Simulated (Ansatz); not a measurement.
Base system: Au in the fcc (Cu type) structure (space group Fm-3m, No. 225; a = 4.1245 Å; relaxed with 0.1 eV smearing). Axes: x, y, z lie along the cube axes.

Structures relaxed with DFT with r2SCAN, PAW potentials and a 500 eV plane-wave cutoff in Ansatz (a first-principles code), no SOC.

Base:

Simulated powder pattern, Cu Kα1, λ = 1.54056 Å (kinematic, ideal powder, no thermal factors, no anomalous dispersion; the 14 strongest lines at most, above 2 %, up to 2θ = 90°):

| 2θ (°) | I/Imax (%) | hkl |
|---|---|---|
| 37.75 | 100 | (111) |
| 43.86 | 49 | (200) |
| 63.77 | 33 | (220) |
| 76.54 | 40 | (311) |
| 80.62 | 12 | (222) |

The change: biaxial strain −3.00 %, plane normal [001], relaxed out of plane (Cartesian); in-plane vectors clamped, the third vector and the atoms free.

Problem. Where do the lines fall after the change?

Solution. 
Simulated powder pattern, Cu Kα1, λ = 1.54056 Å (kinematic, ideal powder, no thermal factors, no anomalous dispersion; the 14 strongest lines at most, above 2 %, up to 2θ = 90°):

| 2θ (°) | d (Å) | I/Imax (%) | hkl |
|---|---|---|---|
| 37.93 | 2.370 | 100 | (111) |
| 41.58 | 2.170 | 19 | (002) |
| 45.30 | 2.000 | 31 | (200) |
| 63.16 | 1.471 | 23 | (202) |
| 65.99 | 1.414 | 10 | (220) |
| 73.45 | 1.288 | 15 | (113) |
| 78.72 | 1.215 | 25 | (311) |
| 81.09 | 1.185 | 12 | (222) |

The indices refer to the base's conventional cell; one index is shown for lines that coincide. The space group is now I4/mmm (No. 139).

No phonon test of stability was made.
